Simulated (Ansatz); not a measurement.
The reference is AlP in the zinc blende structure (space group F-43m, No. 216; a = 5.470 Å). Axes: x, y, z lie along the cube axes.

All numbers come from PBEsol/PAW in Ansatz (a quantum-chemistry and plane-wave program), no spin-orbit coupling, earlier PAW set.

Base values:

The pressure is 0.00 GPa and the band gap is 1.45 eV. The smallest direct gap comes out as 3.15 eV.

It is then changed as follows: tensile biaxial strain of 4.47 % in the plane normal to [110], as in epitaxy on a mismatched substrate; the out-of-plane cell vector and the atoms relax.

Problem. How does this affect the pressure, ratio −ε⊥/ε∥, band gap, energy relative to the base and smallest direct gap?

Solution. The pressure (mean of the normal stresses, compression positive) goes from zero to -4.82 GPa; the ratio −ε⊥/ε∥ is 0.54; the band gap falls by 0.30 eV (1.45 eV → 1.15 eV); the energy increases by 43 meV/atom; the smallest direct gap shrinks by 1.05 eV (3.15 eV → 2.10 eV).

A biaxial case was relaxed in a doubled cell and then solved in the primitive one. Whether these cells are dynamically stable was not tested.
